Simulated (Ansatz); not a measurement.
Zr2Ir: pressure series

Base system: Zr$_{2}$Ir (space group I4/mcm, No. 140; a cell from a computed database, its experimental status unchecked).

```xyz
6
Lattice="-3.2315 3.2315 2.8248 3.2315 -3.2315 2.8248 3.2315 3.2315 -2.8248" Properties=species:S:1:pos:R:3 pbc="T T T"
Zr     1.0943     4.3258     0.0000
Zr     2.1373    -1.0943     2.8248
Zr     2.1373     1.0943     0.0000
Zr     1.0943     2.1373     2.8248
Ir     0.0000     0.0000     4.2372
Ir     0.0000     0.0000     1.4124
```

Cell and atoms are relaxed at each pressure.

Computed with PBEsol, PAW, 420 eV (Ansatz, an electronic-structure program; no spin-orbit coupling).

```csv
pressure (GPa),volume per atom (Å³/atom)
0,19.666
0.3,19.624
0.7,19.570
1.5,19.464
3,?
5,19.024
```

Question: Fit the third-order Birch–Murnaghan form P(V) = (3B₀/2)[(V₀/V)^(7/3) − (V₀/V)^(5/3)]·[1 + (3/4)(B₀′ − 4)((V₀/V)^(2/3) − 1)] (squares taken in P) to the rows shown and predict the withheld row.

Answer: Least squares on the printed values gives V₀ = 19.666 Å³/atom, B₀ = 143 GPa, B₀′ = 3.2; this predicts 19.270 Å³/atom, and the run gives 19.269 Å³/atom, in agreement.

Load acts through the strain it causes; cell and atoms are relaxed under it. Stability against distortions was not tested. No other phases were tried under pressure. All final runs are without spin polarisation.
